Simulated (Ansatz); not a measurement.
**Ru: stress against strain**

Ru (hcp, P6_3/mmc, 13.327 Å³/atom at rest, c along z) under a strain ε along c (axis z), the other axes held. PBEsol in Ansatz, a plane-wave DFT program (PAW, default set), 420 eV, 25×25×14 Γ-centred mesh, Fermi-Dirac smearing 0.10 eV; ions are relaxed within the symmetry of each cell. Stress is positive for a compressed cell.

Here s stands for strain and y for stress zz.

| strain (%) | stress zz (GPa) |
|---|---|
| -1.50 | 11.20 |
| -1.00 | 7.33 |
| -0.50 | 3.60 |
| 0.00 | 0.00 |
| 0.50 | -3.46 |
| 1.00 | -6.80 |
| 1.50 | -10.00 |
| 3.00 | ? |

Taking a straight line for y over the 7 complete rows: Means: s 0, y 0.267. About the means, the sum of products is -49.460 and the sum of squares of s is 7.0000; the slope is their ratio. Least squares gives y = 0.267 - 7.0657·s. Residuals (row less fit): 0.334, -0.003, -0.200, -0.267, -0.194, -0.001, 0.332; standard error 0.272 (degrees of freedom: 5). The slope gives the elastic constant C33 = 707 ± 10 GPa.

Q: What does the fit predict for y at s = 3.00, and how far is the calculated value from it?

A: y = 0.267 - 7.0657 × 3.0 = -20.930 GPa. The calculation gives -18.88 GPa, 2.050 GPa above the prediction (6.8 % of the range of y in the table). The row lies outside the fitted rows, so this is an extrapolation. From the scatter of the fitted rows alone, a prediction at this place has a standard error of 0.424 GPa, so the miss is 4.8 times that.

One order more, fitted to all 13 runs of the series, follows each within 0.03, so the miss is the next term of a smooth law. In a metal these values are sensitive to mesh and smearing; energies are taken to zero smearing, stresses follow the free energy. Rows are the converged runs of the series near zero and its far end; series whose fitted rows scatter by over a few per cent of the range, as at a crossing or softening among them, aren't shown in this form. Most that stay on the fit to the last digits aren't either.
